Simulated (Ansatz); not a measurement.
We consider Cu2WS4 (P-42m, No. 111; cell taken from a computed entry), described by PBEsol (Ansatz, a program for electronic structure, plane waves, PAW).

Run with plane-wave cutoff 520 eV, 6×6×6 k mesh, Fermi–Dirac smearing 0.01 eV, no spin polarisation, scalar-relativistic PAW data made under PBE.

Cell (relaxed with PBEsol):

Cu$_{2}$WS$_{4}$ has the tetragonal space group P-42m (No. 111), Pearson symbol tP7. Conventional cell: a = 5.3610 Å, b = 5.3610 Å, c = 5.3426 Å, α = 90.00°, β = 90.00°, γ = 90.00°. Cu on 2e sees 4 S at 2.294 Å (tetrahedral). W on 1a is coordinated by 4 S at 2.232 Å (tetrahedral). S on 4n is coordinated by 1 W at 2.232 Å and 2 Cu at 2.294 Å (trigonal pyramidal). (Neighbours: up to the widest gap in distance over summed covalent radii, below 1.35, at either atom; cation-cation and far metal-metal contacts left out.)

Q: Estimate the band gap, smallest direct gap on the k points sampled and direct gap at Γ that the calculation returns.

A: 
* **band gap**: 1.36 eV
* **smallest direct gap on the k points sampled**: 1.76 eV
* **direct gap at Γ**: 1.96 eV

Note: the cell has widely spaced layers and the level no dispersion term, so their spacing and the moduli can rest on weak binding.

Spin–orbit coupling is not included.
